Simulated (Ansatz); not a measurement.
Consider Li in the bcc (W type) structure (space group Im-3m, No. 229; a = 3.4343 Å; relaxed with 0.1 eV smearing). Axes: x, y, z lie along the cube axes.

Calculations: PBEsol (Ansatz, a first-principles code, PAW, no SOC).

Base values:

The shortest interatomic distance comes out as 2.974 Å.

Modification: biaxial strain −2.50 %, plane normal [001], relaxed out of plane (Cartesian); in-plane vectors clamped, the third vector and the atoms free.

Task: Estimate the effect on the out-of-plane strain.

Result: The out-of-plane strain amounts to +5.10 %.

Task: What happens to the in-plane stress?

Result: The mean in-plane stress (compression positive) comes out as 0.0 GPa.

Task: What happens to the shortest interatomic distance?

Result: The shortest interatomic distance goes up by 0.003 Å (2.974 Å → 2.977 Å).

Whether these cells are dynamically stable was not tested.
